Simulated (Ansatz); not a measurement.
# A computed series for ZnS: response to strain

The reference is ZnS in the wurtzite structure (space group P6_3mc, No. 186).

```yaml
crystal:
  lattice:
    - [3.80703, 0.00000, 0.00000]
    - [-1.90352, 3.29699, 0.00000]
    - [0.00000, 0.00000, 6.24624]
  atoms:
    - { symbol: Zn, position: [0.66667, 0.33333, 0.99975] }
    - { symbol: Zn, position: [0.33333, 0.66667, 0.49975] }
    - { symbol: S, position: [0.66667, 0.33333, 0.62545] }
    - { symbol: S, position: [0.33333, 0.66667, 0.12545] }
```

Cartesian axes are those of the cell as printed.

Strains are applied to the cell and any free atomic positions relax; under biaxial strain the out-of-plane vector relaxes too.

Computed with r2SCAN (Ansatz, a quantum-chemistry and plane-wave program, PAW, no spin-orbit coupling), earlier PAW set.

Notes on the quantities. pressure: mean of the normal stresses, compression positive.

```tsv
case	electron mass	pressure	shortest interatomic distance
base	0.18 mₑ along c, 0.21 mₑ across (at Γ)	0.00 GPa	2.334 Å
biaxial strain +2.28 %, plane normal [001], relaxed out of plane	0.19 mₑ (at Γ)	-2.26 GPa	?
isotropic strain −2.71 %	0.19 mₑ along c, 0.22 mₑ across (at Γ)	7.65 GPa	2.272 Å
isotropic strain −2.62 %	0.19 mₑ along c, 0.22 mₑ across (at Γ)	?	2.274 Å
isotropic strain −1.24 %	0.18 mₑ along c, 0.21 mₑ across (at Γ)	?	2.306 Å
tensor shear ε_yz = −0.98 %	0.18 mₑ along z, 0.21 mₑ across (at Γ)	0.00 GPa	?
```

Question: Some entries are withheld; estimate them.

Answer: 
- biaxial strain +2.28 %, plane normal [001], relaxed out of plane, shortest interatomic distance: 2.346 Å
- isotropic strain −2.62 %, pressure: 7.35 GPa
- isotropic strain −1.24 %, pressure: 3.15 GPa
- tensor shear ε_yz = −0.98 %, shortest interatomic distance: 2.331 Å

The levels and masses belong to the bands next to the band gap. Effective masses come from finite differences of ±0.01 Å⁻¹. No phonon test of stability was made.
